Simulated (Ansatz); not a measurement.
The starting structures come from a database of crystals and need not be the phases stable at ambient conditions.

Tunnelling through a barrier is set by its complex band structure: the current falls as exp(−2κd) with the smallest κ.

Data:

```
CELL_PARAMETERS angstrom
      4.20055     0.00000     0.00000
     -2.10028     3.63779     0.00000
      2.10028     1.21260     3.42974
ATOMIC_POSITIONS crystal
  Ca 0.00000 0.00000 0.00000
  Se 0.00000 0.50000 0.50000
```

The cell is taken as given.

Transport runs along the normal of the first two printed cell vectors, the (111) plane of the conventional cell.

The gap is the functional's own. No spin-orbit coupling. Mid-gap values are those at the computed energy nearest the middle.

Q: Compute, with Ansatz (a program for electronic structure) with r2SCAN, the band gap and the smallest decay constant κ at mid-gap.

A: Gap 2.52 eV on a 10×10×10 mesh; κ = 0.216 1/Å, at the zone centre.
